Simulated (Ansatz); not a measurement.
Consider this model of amorphous In24O37Li2.

```xyz
63
Lattice="9.4774 0.0272 0.2684 0.0272 9.6944 -0.1131 0.2684 -0.1131 9.5255" Properties=species:S:1:pos:R:3 pbc="T T T"
In     8.6141     7.9362     4.4284
In     8.6504     5.8371     1.8474
In     2.1353     0.4410     4.8280
In     7.1556     3.7834     8.4771
In     1.9163     0.6806     1.6850
In     2.2871     0.1174     8.0651
In     2.2675     7.1898     2.0267
In     5.0578     9.6160     2.7747
In     5.7449     6.1107     4.5183
In     5.5095     7.2015     0.7424
In     4.1227     5.6320     8.1381
In     7.7832     7.2094     7.4751
In     8.6612     9.0059     0.7068
In     9.4170     2.9428     0.8910
In     4.7998     8.6331     6.3125
In     2.1279     6.4429     5.6887
In     1.7802     3.5175     7.2561
In     8.7706     4.6919     5.4225
In     6.0111     2.2396     5.2350
In     8.7834     1.3089     6.7281
In     4.1033     2.4832     9.5316
In     5.8916     3.2801     2.2398
In     2.3552     3.9856     3.2064
In     6.2316     0.3255     8.8699
O      3.8531     3.5518     7.7296
O      7.8478     5.8690     3.8419
O      2.5379     8.5419     6.1942
O      5.9662     2.4093     0.1998
O      5.8761     7.9055     8.1636
O      7.3209     5.1679     6.8779
O      1.3982     4.2862     5.2813
O      2.6440     6.0192     3.6653
O      9.5502     7.6868     2.4860
O      1.9014     1.9809     3.3827
O      4.3291     6.4585     6.1071
O      6.7319     1.8394     7.1683
O      9.4588     6.8230     6.0328
O      3.4176     6.9904     0.3570
O      2.7105     8.9705     3.0047
O      9.2241     3.1172     8.3162
O      6.4649     1.5021     3.2670
O      8.7015     6.8153     9.4935
O      2.0116     5.6556     7.7030
O      0.8913     4.5545     1.6479
O      5.4079     4.0374     4.2415
O      6.5540     9.0795     1.0801
O      3.9016     3.7791     1.7648
O      9.2064     1.0964     1.8695
O      4.5046     0.5300     4.9532
O      6.7431     7.9115     5.4955
O      7.6332     4.0979     1.2885
O      3.9927     0.7354     1.2016
O      9.3451     0.1165     4.9766
O      2.0442     1.9328     9.3927
O      1.2887     8.7986    -0.0106
O      4.3238     0.5072     7.8800
O      1.4786     1.4669     6.6083
O      8.2416     2.7115     5.0992
O      5.8362     5.2262     9.3049
O      5.3269     7.4129     2.8592
O      8.3758     9.4122     8.1074
Li     8.5513     1.4328     3.6687
Li     1.1620     6.8920     8.7416
```

Calculation: PBE, scalar-relativistic without spin-orbit coupling (plane waves to 420 eV, PAW; Ansatz, a first-principles code).

Preparation: random packing, a CHGNet melt and quench, and a DFT relaxation. O atoms were pushed apart under 1.9 Å during the dynamics, to hinder bonds among them. The hot cell started wider than the set density and was brought back towards it in steps. It is the lowest in DFT energy of 2 quenches. It is a model cell: composition and starting density were chosen by hand, and all elements were melted together. No dispersion term was used. Its density started from a set value of 6.38 and ended at 6.38 g/cm³. Cooling (nominally 280 K/ps over its main leg) ran many orders faster than in experiment, which tends to leave more defects and strain. A cell of this size samples the disorder only roughly. The volume was held where the preparation left it and the shape relaxed, at a PBE pressure of 1.4 GPa. Stress components on the final sampling reach 1.5 GPa.

Bonds are counted up to In-In 3.12 Å, In-O 2.80 Å, In-Li 2.99 Å, O-O 1.58 Å, O-Li 2.33 Å, Li-Li 2.86 Å. Two cations that share two anions don't count as bonded, nor two that share one unless they lie closer than In-In 3.04 Å, In-Li 2.91 Å, Li-Li 2.78 Å.

**Question.** Give the coordination numbers, mean bond lengths and angles.

**Answer.** 
| Quantity | Value |
|---|---|
| Mean coordination of In by anions | 5.54 (12 with 5, 11 with 6, 1 with 7) |
| Mean coordination of O | 3.78 (10 with 3, 25 with 4, 2 with 5) |
| Mean coordination of Li by anions | 3.50 (1 with 3, 1 with 4) |
| Mean In-O bond | 2.206 Å (spread 0.119 Å, 133 counted) |
| Mean O-Li bond | 1.978 Å (spread 0.085 Å, 7 counted) |
| Bond angle at In | mean 104.8°, spread 29.1° |
| Bond angle at O | mean 109.4°, spread 18.2° |
| Bond angle at Li | mean 113.1°, spread 19.9° |

**Question.** List the pairs of like atoms that count as bonded by the rules above.

**Answer.** There are none by these rules.
